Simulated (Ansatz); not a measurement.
The cell is made up: elements placed on another compound's structure type, so the phase may be hypothetical.

By r2SCAN, the system below comes out a metal.

A figure of merit of an interconnect metal is its ballistic conductance per area.

Given:

```
CELL_PARAMETERS angstrom
      5.97273     0.00000     0.00000
     -2.98636     5.17253     0.00000
      2.98636     1.72418     2.43836
ATOMIC_POSITIONS crystal
  Ta 0.50000 0.50000 0.00000
  Ta 0.50000 0.00000 0.00000
  Ta 0.00000 0.50000 0.00000
  N  0.50000 0.00000 0.50000
  N  0.50000 0.50000 0.50000
  N  0.00000 0.00000 0.50000
```

Space group of this cell: Pm-3m. The cell was relaxed by PBE-D3(BJ); by r2SCAN its mean pressure is 1.3 GPa.

The current flows along the normal of the first two printed cell vectors. No spin-orbit coupling; the value is a mean over 0.1 eV about the Fermi level.

Compute, with r2SCAN (Ansatz, a quantum-chemistry and plane-wave program), the ballistic conductance per area.

0.88 × 10¹⁵ S/m² for both spins.
